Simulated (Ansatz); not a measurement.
What biaxial strain +0.91 %, plane normal [001], relaxed out of plane does to Al2Cu

Base system: Al2Cu (space group I4/mcm, No. 140; a = 6.059 Å, c = 4.874 Å). Axes: x, y, z lie along a, b, c of the conventional cell.

Now apply this change: biaxial strain +0.91 %, plane normal [001], relaxed out of plane (Cartesian); in-plane vectors clamped, the third vector and the atoms free.

The values are results of Ansatz (an electronic-structure program), PBE, PAW, cutoff 420 eV, no SOC, earlier PAW set, not measurements. Settings: 12×12×12 k-points, 0.05 eV Fermi–Dirac smearing.

The volume per atom grows by 0.16 Å³ (14.91 Å³ → 15.07 Å³) and the shortest interatomic distance shrinks by 0.018 Å, from 2.437 Å to 2.419 Å. The energy grows by 1.5 meV/atom and the pressure (mean of the normal stresses, compression positive) goes from zero to -1.1 GPa. The band gap stays zero and the out-of-plane strain amounts to -0.76 % (rough). The mean in-plane stress (compression positive) comes out as -1.7 GPa (rough).

Final structure (turned so that z lies along the plane normal):

```
Al2Cu
1.0
    0.00000     0.00000    -4.83711
   -3.05728    -3.05728    -2.41856
   -3.05728     3.05728    -2.41856
Al Cu
4 2
Cartesian
 -2.09264  -0.96464  -4.83711
 -4.02191  -0.96464  -7.25567
 -2.09264   0.96464  -2.41856
 -4.02191   0.96464  -4.83711
  0.00000   0.00000  -3.62783
  0.00000   0.00000  -1.20928
```

A biaxial case was relaxed in a doubled cell and then solved in the primitive one. Without a gap, meshes like the base's 12×12×12 leave anisotropic stresses uncertain by several tenths of a GPa, and small strain energies with them. No phonon test of stability was made. The final runs are not spin-polarised.
